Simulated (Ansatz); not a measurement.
Effect of isotropic strain −1.00 % on AlN

Base system: AlN in the zinc blende structure (space group F-43m, No. 216; a = 4.378 Å).

Now apply this change: every lattice vector is shortened by 1.00 %, atoms relaxed at fixed cell.

Computed with PBEsol/PAW in Ansatz (a quantum-chemistry and plane-wave program), no SOC. Settings: 13×13×13 k-points, 0.05 eV Fermi–Dirac smearing.

| quantity | base | changed | shift |
|---|---|---|---|
| volume per atom | 10.49 Å³ | 10.18 Å³ | -0.31 Å³ |
| space group | F-43m (No. 216) | F-43m (No. 216) | – |
| shortest interatomic distance | 1.896 Å | 1.877 Å | -0.019 Å |
| energy relative to the base (free energy F) | 0 meV/atom | +6.1 meV/atom | +6.1 meV/atom |
| pressure | -0.01 GPa | 6.39 GPa | +6.40 GPa |
| band gap | 3.19 eV | 3.21 eV | +0.014 eV |
| gap character | indirect, Γ → X | indirect, Γ → X | – |
| smallest direct gap | 4.06 eV | 4.32 eV | +0.266 eV |
| mean gap deformation potential ΔEg/Δln V | – | -0.5 eV | – |
| width of the top valence band | 2.72 eV | 2.78 eV | +0.066 eV |
| electron mass | 0.52 mₑ along k, 0.32 mₑ across (at X) | 0.52 mₑ along k, 0.32 mₑ across (at X) | – |
| valley order (the lowest conduction-band minima on the path, energy above the VBM, named in the base's zone) | X along ⟨100⟩ 3.19 eV; Γ 4.06 eV | X along ⟨100⟩ 3.21 eV; Γ 4.32 eV | – |

Final structure:

```yaml
crystal:
  lattice:
    - [0.00000, 2.16698, 2.16698]
    - [2.16698, 0.00000, 2.16698]
    - [2.16698, 2.16698, 0.00000]
  atoms:
    - { symbol: Al, position: [0.00000, 0.00000, 0.00000] }
    - { symbol: N, position: [0.25000, 0.25000, 0.25000] }
```

Cost of the whole job for the changed cell (relaxation, final SCF and bands): roughly 4 core-seconds.

Masses are band curvatures over ±0.01 Å⁻¹ around the edge. Along k means along the line from Γ to the band edge. Whether these cells are dynamically stable was not tested. This is not the structure that AlN has at room temperature and ambient pressure.
